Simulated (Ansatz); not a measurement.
# BAs: response to strain

The reference is BAs in the zinc blende structure (space group F-43m, No. 216; a = 4.7322 Å). Axes: x, y, z lie along the cube axes.

Strains are applied to the cell and any free atomic positions relax.

Method: Ansatz (a quantum-chemistry and plane-wave program) LDA, no SOC.

Candidates:
(a) uniaxial strain ε_zz = −2.50 %
(b) uniaxial strain ε_zz = −2.00 %
(c) uniaxial strain ε_zz = −0.50 %
(d) uniaxial strain ε_zz = +1.50 %

For the base:

The smallest direct gap is 3.29 eV.

Task: Order them by smallest direct gap, lowest first.

Result: (a) uniaxial strain ε_zz = −2.50 % (3.05 eV), (b) uniaxial strain ε_zz = −2.00 % (3.10 eV), (d) uniaxial strain ε_zz = +1.50 % (3.19 eV), (c) uniaxial strain ε_zz = −0.50 % (3.24 eV)

Gaps are read on the SCF mesh and a high-symmetry path. Whether these cells are dynamically stable was not tested.
